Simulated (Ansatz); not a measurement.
Input:

```
WSe2
1.0
    3.25179     0.00000     0.00000
   -1.62589     2.81613     0.00000
    0.00000     0.00000    12.67724
W Se
2 4
Direct
  0.66667   0.33333   0.75000
  0.33333   0.66667   0.25000
  0.66667   0.33333   0.38236
  0.33333   0.66667   0.88236
  0.33333   0.66667   0.61764
  0.66667   0.33333   0.11764
```

No spin polarisation.

Calculations: PBEsol-D3(BJ)/PAW in Ansatz (a program for electronic structure), spin-orbit coupling left out. Γ-centred 12×12×3 mesh, Fermi–Dirac width 0.05 eV.

**Question.** Predict the gap character and valence-band top at Γ.

**Answer.** The gap character is indirect, Γ → K–Γ (47 % along) and the valence-band top at Γ (three highest levels, from the VBM) is 0.00, -0.93, -1.32 eV.

Spin-orbit coupling, missing from the scalar runs, can matter with W. Load acts through the strain it causes; cell and atoms are relaxed under it. Whether these cells are dynamically stable was not tested. The cell was made from WSe$_{2}$ (space group P6_3/mmc, No. 194; layered, stacked along the Cartesian z axis) by this change: pressure −2 GPa.
